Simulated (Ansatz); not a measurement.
Band structure of N2 (P4_2/mnm, 4 atoms in the cell).

```
N2
1.0
    4.14736     0.00000     0.00000
    0.00000     4.14736     0.00000
    0.00000     0.00000     5.42877
N
4
Direct
  0.90428   0.90428   0.00000
  0.09572   0.09572   0.00000
  0.59572   0.40428   0.50000
  0.40428   0.59572   0.50000
```

Method: PBEsol, PAW files made with PBE (plane waves; Ansatz, a quantum-chemistry and plane-wave program).

Settings: kpoints.mp_grid.grid = 6 6 4; hamiltonian.xc = pbesol; hamiltonian.pseudopotentials = {kind: paw} (the program's default PAW files); scf.occupations.method = fixed; kpoints.band_path.npoints = 8.

The starting cell comes from a database of computed structures (which also holds hypothetical and non-ambient phases and stackings), without a prior relaxation at this level. Its lattice was rescaled by a random factor within 2.5 % of one.

Predict the gap along the standard path and the places of the band edges.

The gap along the path is 6.78 eV, from A to Γ; the smallest direct gap on it is 6.97 eV.

Levels in eV from the top of the valence band on the path, bands 7 to 13:
| point | 7 | 8 | 9 | 10 | 11 | 12 | 13 |
|---|---|---|---|---|---|---|---|
| Γ | -1.30 | -1.21 | -0.90 | -0.18 | 6.78 | 7.58 | 7.92 |
| X | -1.49 | -1.49 | -0.21 | -0.21 | 7.73 | 7.73 | 7.74 |
| M | -1.44 | -1.44 | -0.03 | -0.03 | 7.53 | 7.53 | 8.41 |
| Z | -1.31 | -1.31 | -0.39 | -0.39 | 7.16 | 7.16 | 7.91 |
| R | -1.30 | -1.30 | -0.26 | -0.26 | 7.40 | 7.40 | 8.00 |
| A | -1.48 | -1.48 | 0.00 | 0.00 | 7.55 | 7.55 | 8.41 |

Keys are those of Ansatz 0.2.
